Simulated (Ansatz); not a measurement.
Pb in the fcc (Cu type) structure (space group Fm-3m, No. 225)

```
Pb
1.0
    0.00000     2.51696     2.51696
    2.51696     0.00000     2.51696
    2.51696     2.51696     0.00000
Pb
1
Direct
  0.00000   0.00000   0.00000
```

Calculations: PBE in Ansatz (plane waves to 420 eV, PAW, without spin-orbit coupling). Γ-centred 16×16×16 mesh, Fermi–Dirac width 0.05 eV.

| Item | Value |
|---|---|
| Volume per atom | 31.89 Å³ |
| Density | 10.79 g/cm³ |
| Band gap | zero |
| Total energy | -11906.415 eV/atom (σ→0; compares only within this code and set-up) |

Whether these cells are dynamically stable was not tested.

Ansatz is a quantum-chemistry and plane-wave program.
